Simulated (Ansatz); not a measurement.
A self-consistent single point of a (001) slab of Bi (cut from a parent of space group no. 166; 6 atoms in the cell) with Ansatz (a program for electronic structure).

Level of theory: PBEsol, default PAW files made with PBE (plane waves; Ansatz).

The change in words: vacuum of 4 angstrom (first run: 14 Å). Reference geometry:
```
Bi
1.0
    4.52725     0.00000     0.00000
   -2.26363     3.92071     0.00000
    0.00000     0.00000    23.45631
Bi
6
Direct
  0.00000   0.00000   0.36618
  0.66667   0.33333   0.29843
  0.66667   0.33333   0.53387
  0.33333   0.66667   0.46613
  0.33333   0.66667   0.70157
  0.00000   0.00000   0.63382
```

Reference input (self-consistent single point, DFT, PBEsol, plane waves, default PAW files made with PBE): basis.ecutwfc = 420 eV; kpoints.mp_grid.grid = 7 7 1; hamiltonian.xc = pbesol; hamiltonian.pseudopotentials = {kind: paw} (the program's default PAW files); scf.occupations.method = gaussian; scf.occupations.width = 0.1 eV. This run's input differs from it in these lines:

Ansatz 0.2 input:
```diff
@@ -5,10 +5,10 @@
     - [-2.263625, 3.920713, 0.000000]
-    - [0.000000, 0.000000, 23.456306]
+    - [0.000000, 0.000000, 13.456316]
   atoms:
-    - { symbol: Bi, position: [0.000000, 0.000000, 0.366179] }
-    - { symbol: Bi, position: [0.666667, 0.333333, 0.298427] }
-    - { symbol: Bi, position: [0.666667, 0.333333, 0.533874] }
-    - { symbol: Bi, position: [0.333333, 0.666667, 0.466126] }
-    - { symbol: Bi, position: [0.333333, 0.666667, 0.701573] }
-    - { symbol: Bi, position: [0.000000, 0.000000, 0.633821] }
+    - { symbol: Bi, position: [0.000000, 0.000000, 0.266731] }
+    - { symbol: Bi, position: [0.666667, 0.333333, 0.148629] }
+    - { symbol: Bi, position: [0.666667, 0.333333, 0.559047] }
+    - { symbol: Bi, position: [0.333333, 0.666667, 0.440953] }
+    - { symbol: Bi, position: [0.333333, 0.666667, 0.851371] }
+    - { symbol: Bi, position: [0.000000, 0.000000, 0.733269] }
 basis:
```

The program printed (abridged):

```
SCF iter   1: F=—  HF=-73451.569329 eV  |F-HF|=—  |Δ(HF+E_count)|=         —  Δρ=2.08e-3  dr2=8.53e-2  ethr=1.77e-3  ⟨swp⟩=7.4  Hψ=1687  notcnv=0
all-band conjugate gradients solve this SCF's bands
preconditioner: auto → LDOS
SCF iter   2: F=—  HF=-73451.577633 eV  |F-HF|=—  |Δ(HF+E_count)|=   8.30e-3  Δρ=2.29e-3  dr2=1.67e-1  ethr=9.48e-5  ⟨swp⟩=2.2  Hψ=794  notcnv=0  defer=21
   [... lines left out ...]
SCF iter   4: F=—  HF=-73451.561660 eV  |F-HF|=—  |Δ(HF+E_count)|=   1.09e-3  Δρ=1.68e-4  dr2=1.40e-4  ethr=1.32e-5  ⟨swp⟩=2.0  Hψ=451  notcnv=0  defer=21
SCF iter   5: F=—  HF=-73451.561622 eV  |F-HF|=—  |Δ(HF+E_count)|=   3.83e-5  Δρ=3.40e-5  dr2=4.18e-6  ethr=1.56e-7  ⟨swp⟩=2.0  Hψ=762  notcnv=0  defer=21
SCF iter   6: F=—  HF=-73451.561814 eV  |F-HF|=—  |Δ(HF+E_count)|=   1.92e-4  Δρ=9.69e-6  dr2=2.90e-7  ethr=4.64e-9  ⟨swp⟩=2.0  Hψ=792  notcnv=0
SCF iter   7: F=-73451.561814 eV  HF=-73451.561814 eV  |F-HF|=4.07e-9  |Δ(HF+E_count)|=   2.25e-8  Δρ=2.01e-6  dr2=1.14e-8  ethr=1.11e-10  ⟨swp⟩=11.1  Hψ=2130  notcnv=0
SCF 1 converged in 7 iterations: F = -73451.561814 eV  dr2 = 1.14e-8
Free energy (F): -73451.561814 eV
Internal energy: -73451.556103 eV  (E = F + TS)
E sigma→0 (E₀):  -73451.558958 eV
Entropy (-TS):   -0.005710 eV (-0.952 meV/atom)
Fermi energy:    8.122175 eV
--- Forces (eV/Å), atoms counted from 1 ---
  atom   1  Bi    -0.00000000    -0.00000000    -0.02198865
  atom   2  Bi     0.00000000     0.00000000    -0.16649384
  atom   3  Bi    -0.00000000    -0.00000000     0.00954353
  atom   4  Bi     0.00000000     0.00000000    -0.00954353
  atom   5  Bi     0.00000000    -0.00000000     0.16649384
  atom   6  Bi    -0.00000000     0.00000000     0.02198865
--- Stress (GPa, compression-positive) ---
       -1.028882       0.000000       0.000000
       -0.000000      -1.028882      -0.000000
       -0.000000      -0.000000      -0.864378
  P = ⅓ Tr σ = -0.9740 GPa (-9.740 kbar)
  The stress holds the Pulay correction. Without it, at fixed plane waves, as pw.x and ABINIT print it: P = -0.9960 GPa
```

The run converged in 7 iterations. Against the reference run the free energy drops by 25.7 meV/atom and the largest force goes from 0.072 to 0.166 eV/Å.

The starting cell has typed, rounded lattice constants, without a prior relaxation at this level. The slab is cut from that crystal, and its faces are unrelaxed. Its lattice was rescaled by up to half a per cent. Spin-orbit coupling is off.
